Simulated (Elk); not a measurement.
Elk run on Hf (P6_3/mmc, 2 atoms in the cell): self-consistent single point.

Method of the run: PBE, spin-orbit coupling in second variation, all-electron FP-LAPW, Elk's shipped species files, APW+lo basis with extra local orbitals (Elk).

```xyz
2
Lattice="1.5786 -2.7342 0.0000 1.5786 2.7342 0.0000 0.0000 0.0000 4.9980" Properties=species:S:1:pos:R:3 pbc="T T T"
Hf     1.5786     0.9114     1.2495
Hf     1.5786    -0.9114     3.7485
```

Reference input (self-consistent single point, DFT, PBE, all-electron FP-LAPW, Elk's shipped species files, APW+lo basis with extra local orbitals): xctype = 20; rgkmax = 8; stype = 0; swidth = 0.00367493 Ha; ngridk = 8 8 5; gmaxvr = 14 1/bohr; nxlo = 2; lorbcnd = true; lmaxi = 2; maxscl = 100. This run's input differs from it in these lines:

```diff
@@ -5,2 +5,5 @@
   20
+
+spinorb
+  .true.
 
@@ -20,2 +23,5 @@
   2
+
+nempty
+  10
```

Output, abridged:

```
│ Self-consistent loop started │
│ Loop number : 1 │
 total energy                :     -30191.7373708
 total moment                :  -0.1295876568E-18  0.2369896174E-18 -0.4214756546E-18
│ Loop number : 2 │
 total energy                :     -30192.2267095
 total moment                :  -0.1439421533E-18  0.2586634447E-18 -0.3650670413E-18
RMS change in Kohn-Sham potential (target) :   0.1093540002     (  0.1000000000E-05)
Absolute change in total energy (target)   :   0.4893386857     (  0.1000000000E-03)
│ Loop number : 3 │
 total energy                :     -30192.7090080
   [... lines left out ...]
 total energy                :     -30195.9238619
 total moment                :  -0.1342620539E-18  0.1735502133E-18 -0.3688004510E-18
RMS change in Kohn-Sham potential (target) :   0.1227109412E-05 (  0.1000000000E-05)
Absolute change in total energy (target)   :   0.1648607504E-03 (  0.1000000000E-03)
│ Loop number : 14 │
 total energy                :     -30195.9238356
 total moment                :  -0.1818723168E-18  0.2572372853E-18 -0.4515972548E-18
RMS change in Kohn-Sham potential (target) :   0.1730490849E-06 (  0.1000000000E-05)
Absolute change in total energy (target)   :   0.1487083864E-04 (  0.1000000000E-03)
Convergence targets achieved

│ Loop number : 15 │

Energies :
 Fermi                       :     0.355306630698
 xc effective B-field        :    -0.377407253470E-07
 external B-field            :      0.00000000000
 total energy                :     -30195.9238351
 (external B-field energy excluded from total)

Density of states at Fermi energy :    51.37510165
 (states/Hartree/unit cell)

Estimated indirect band gap :   0.4023605319E-02
 from k-point     30 to k-point     29
Estimated direct band gap   :   0.1444638202E-01
 at k-point     29

Charges :
 core                        :    92.00000000
 valence                     :    52.00000000
 interstitial                :    2.959151994
 muffin-tins (core leakage)
  species :    1 (Hf)
   atom    1                 :    70.52042400     (  0.3318370787E-06)
   [... lines left out ...]
 muffin-tins
  species :    1 (Hf)
   atom    1                 :   0.1843945885E-19  0.1430372344E-19  0.3368703799E-19
   atom    2                 :   0.1843945885E-19  0.1430372344E-19  0.3368703799E-19
 total in muffin-tins        :   0.3687891770E-19  0.2860744687E-19  0.6737407597E-19
 total moment                :  -0.9207221537E-19  0.2186363063E-18 -0.3047070310E-18

│ Self-consistent loop stopped │
```

The run converged in 15 iterations. The count includes the last loop, which Elk runs after its targets are met. 

The starting cell has typed, rounded lattice constants, without a prior relaxation at this level. Its lattice was rescaled by a random factor within 2.5 % of one. Values depend on the basis (sphere radii, cutoffs, local orbitals), which need not be converged. The log's line on a gap gives a spacing of levels on this mesh, which the program prints for metals too.
